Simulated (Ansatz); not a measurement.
Take WC (space group P-6m2, No. 187; a = 2.922 Å, c = 2.846 Å; relaxed with 0.1 eV smearing) as the base. Axes: x lies along a and z along c of the hexagonal cell.

All numbers come from Kohn–Sham DFT with the PBE functional, run in Ansatz (an electronic-structure program) with PAW and 420 eV plane waves, spin-orbit coupling left out.

Base values:

- Pressure = 0.0 GPa

It is then changed as follows: compressive biaxial strain of 1.50 % in the plane normal to [001], as in epitaxy on a mismatched substrate; the out-of-plane cell vector and the atoms relax.

Question: Predict the new pressure.

Answer: The pressure (mean of the normal stresses, compression positive) goes from zero to 9.2 GPa.

Stability against distortions was not tested. The final runs are not spin-polarised.
